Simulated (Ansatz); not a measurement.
The starting structures come from a database of crystals and need not be the phases stable at ambient conditions.

By PBEsol, the system below comes out a metal.

Without scattering a metal conducts by its projected Fermi surface.

Input:

```xyz
8
Lattice="5.6499 0.0000 0.0000 2.8249 8.6227 0.0000 2.8249 0.0000 2.8249" Properties=species:S:1:pos:R:3 pbc="T T T"
Zr     2.8249     6.5741     0.0000
Zr     5.6499     2.0486     0.0000
Al     1.4125     0.0000     1.4125
Al     4.2374     0.0000     1.4125
Al     4.2374     4.3114     1.4125
Al     7.0623     4.3114     1.4125
Al     2.8249     2.1607     0.0000
Al     5.6499     6.4621     0.0000
```

Space group of this cell: I4/mmm. The cell is taken as given; by PBEsol its mean pressure is -0.9 GPa.

The current flows along the normal of the first two printed cell vectors, the (110) plane of the conventional cell. No spin-orbit coupling; the value is a mean over 0.1 eV about the Fermi level.

Q: Compute, with Ansatz (a program for electronic structure) with PBEsol, the ballistic conductance per area.

A: 0.43 × 10¹⁵ S/m² for both spins.
